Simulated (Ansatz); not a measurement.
Base system: PbSe in the rock salt structure (space group Fm-3m, No. 225).

```yaml
crystal:
  lattice:
    - [0.00000, 3.08901, 3.08901]
    - [3.08901, 0.00000, 3.08901]
    - [3.08901, 3.08901, 0.00000]
  atoms:
    - { symbol: Pb, position: [0.00000, 0.00000, 0.00000] }
    - { symbol: Se, position: [0.50000, 0.50000, 0.50000] }
```

Cartesian axes are those of the cell as printed.

The values are results of r2SCAN (Ansatz, a program for electronic structure; PAW; 500 eV plane waves; spin-orbit coupling left out), not measurements.

One thing is altered: the cell is compressed by 1.50 % along z with no lateral relaxation, atoms relaxed at fixed cell.

Question: Predict the stress tensor and what it implies for the stiffness.

Answer: Stress of the strained cell less that of the base (GPa, compression positive):
```
   0.20    0.00    0.00
   0.00    0.20    0.00
   0.00    0.00    2.11
```

Then −Δσ_ii/ε with ε = -0.0150 gives secant stiffness values (nonlinear terms included at this strain): C33 ≈ 141 GPa.

Whether these cells are dynamically stable was not tested.
